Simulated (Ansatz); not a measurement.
Take AlN (space group P4_2/mnm, No. 136; a = 5.2943 Å, c = 3.1090 Å; a hypothetical phase, not in the database extracts checked) as the base. Axes: x, y, z lie along a, b, c of the conventional cell.

Modification: the cell is compressed by 4.86 % along y with no lateral relaxation; the atoms relax in the strained cell.

Levels (all Ansatz, a first-principles code, PAW): PBEsol (420 eV, spin-orbit coupling left out); HSE06 (420 eV, no spin-orbit coupling).

The geometry is relaxed with PBEsol.

```
Quantity           Value
---------------  -------
PBEsol band gap  3.96 eV
```

With HSE06 at the same geometry, the band gap grows by 1.44 eV, from 3.96 eV to 5.40 eV.

Single points use the geometry relaxed with PBEsol. No phonon test of stability was made.
